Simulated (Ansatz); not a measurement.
Input and output of a self-consistent single point for Na (Im-3m, 1 atom in the cell) (Ansatz, a quantum-chemistry and plane-wave program).

Method: PBE (plane waves, PAW; Ansatz).

The change in words: lattice scaled by 0.98. Reference geometry:
```xyz
1
Lattice="-2.1300 2.1300 2.1300 2.1300 -2.1300 2.1300 2.1300 2.1300 -2.1300" Properties=species:S:1:pos:R:3 pbc="T T T"
Na     0.0000     0.0000     0.0000
```

Reference input (self-consistent single point, DFT, PBE, plane waves, default PAW files): kpoints.mp_grid.grid = 9 9 9; hamiltonian.xc = pbe; hamiltonian.pseudopotentials = {kind: paw} (the program's default PAW files); scf.occupations.method = fermi_dirac; scf.occupations.width = 0.1 eV. This run's input differs from it in these lines:

```diff
@@ -2,5 +2,5 @@
   lattice:
-    - [-2.13000000, 2.13000000, 2.13000000]
-    - [2.13000000, -2.13000000, 2.13000000]
-    - [2.13000000, 2.13000000, -2.13000000]
+    - [-2.08740000, 2.08740000, 2.08740000]
+    - [2.08740000, -2.08740000, 2.08740000]
+    - [2.08740000, 2.08740000, -2.08740000]
   atoms:
```

The program printed (abridged):

```
SCF iter   1: F=—  HF=-1486.427568 eV  |F-HF|=—  |Δ(HF+E_count)|=         —  Δρ=4.73e-4  dr2=4.15e-5  ethr=1.77e-3  ⟨swp⟩=4.9  Hψ=2012  notcnv=0
all-band conjugate gradients solve this SCF's bands
preconditioner: auto → Kerker (q_TF=auto, 2.162 Å⁻¹)
SCF iter   2: F=—  HF=-1486.427446 eV  |F-HF|=—  |Δ(HF+E_count)|=   1.22e-4  Δρ=1.57e-4  dr2=6.66e-6  ethr=4.61e-7  ⟨swp⟩=2.1  Hψ=766  notcnv=0
SCF iter   3: F=—  HF=-1486.427465 eV  |F-HF|=—  |Δ(HF+E_count)|=   1.86e-5  Δρ=8.62e-5  dr2=2.76e-6  ethr=7.40e-8  ⟨swp⟩=2.4  Hψ=437  notcnv=0
SCF iter   4: F=—  HF=-1486.427470 eV  |F-HF|=—  |Δ(HF+E_count)|=   5.55e-6  Δρ=3.15e-5  dr2=3.50e-7  ethr=3.06e-8  ⟨swp⟩=2.1  Hψ=413  notcnv=0
iter 5 did not close the SCF: its close was put off for the readings that it lacked (scf_convergence_deferred on its scf_iter line)
SCF iter   5: F=-1486.427470 eV  HF=-1486.427470 eV  |F-HF|=2.79e-8  |Δ(HF+E_count)|=   5.15e-8  Δρ=1.13e-5  dr2=2.25e-8  ethr=3.89e-9  ⟨swp⟩=2.0  Hψ=436  notcnv=0
SCF iter   6: F=-1486.427470 eV  HF=-1486.427470 eV  |F-HF|=1.01e-9  |Δ(HF+E_count)|=   8.55e-9  Δρ=2.40e-6  dr2=1.04e-9  ethr=2.50e-10  ⟨swp⟩=2.1  Hψ=1016  notcnv=0
SCF 1 converged in 6 iterations: F = -1486.427470 eV  dr2 = 1.04e-9
Free energy (F): -1486.427470 eV
Internal energy: -1486.414392 eV  (E = F + TS)
E sigma→0 (E₀):  -1486.420931 eV
Entropy (-TS):   -0.013078 eV (-13.078 meV/atom)
Fermi energy:    1.831477 eV
--- Forces (eV/Å), atoms counted from 1 ---
  atom   1  Na     0.00000000     0.00000000     0.00000000
--- Stress (GPa, compression-positive) ---
        0.124656      -0.000000      -0.000000
       -0.000000       0.124656      -0.000000
       -0.000000       0.000000       0.124656
  P = ⅓ Tr σ = 0.1247 GPa (1.247 kbar)
  The stress holds the Pulay correction. Without it, at fixed plane waves, as pw.x and ABINIT print it: P = 0.1229 GPa
```

The run converged in 6 iterations. Against the reference run the free energy goes down by 1.5 meV/atom and the pressure goes from -0.32 to 0.12 GPa.

The starting cell has typed, rounded lattice constants, without a prior relaxation at this level. For this run, on top of that: lattice scaled by 0.98. Ansatz's pressure includes its estimate of the finite-basis (Pulay) stress.

Keys are those of Ansatz 0.2.
